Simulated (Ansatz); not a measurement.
Start from TiC in the rock salt structure (space group Fm-3m, No. 225; relaxed with 0.1 eV smearing).

```yaml
crystal:
  lattice:
    - [0.00000, 2.14668, 2.14668]
    - [2.14668, 0.00000, 2.14668]
    - [2.14668, 2.14668, 0.00000]
  atoms:
    - { symbol: Ti, position: [0.00000, 0.00000, 0.00000] }
    - { symbol: C, position: [0.50000, 0.50000, 0.50000] }
```

Cartesian axes are those of the cell as printed.

All numbers come from PBEsol (Ansatz, a first-principles code, PAW, no spin-orbit coupling).

Strains are applied to the cell and any free atomic positions relax; under biaxial strain the out-of-plane vector relaxes too.

One change was made to it. Results:

| quantity | base | after |
|---|---|---|
| pressure (mean of the normal stresses, compression positive) | 0.0 GPa | 2.1 GPa |
| energy relative to the base (free energy F) | 0 meV/atom | +1.0 meV/atom |

Which of these changes matches the shifts?
A. biaxial strain −2.50 %, plane normal [001], relaxed out of plane
B. biaxial strain −0.50 %, plane normal [001], relaxed out of plane
C. biaxial strain +3.00 %, plane normal [001], relaxed out of plane
D. biaxial strain +1.50 %, plane normal [001], relaxed out of plane
E. biaxial strain +2.00 %, plane normal [001], relaxed out of plane

B, biaxial strain −0.50 %, plane normal [001], relaxed out of plane. For comparison, the energy relative to the base in the other runs: biaxial strain +3.00 %, plane normal [001], relaxed out of plane gives +31 meV/atom; biaxial strain −2.50 %, plane normal [001], relaxed out of plane gives +26 meV/atom; biaxial strain +1.50 %, plane normal [001], relaxed out of plane gives +8.2 meV/atom; biaxial strain +2.00 %, plane normal [001], relaxed out of plane gives +14 meV/atom.

Stability against distortions was not tested. All final runs are without spin polarisation.
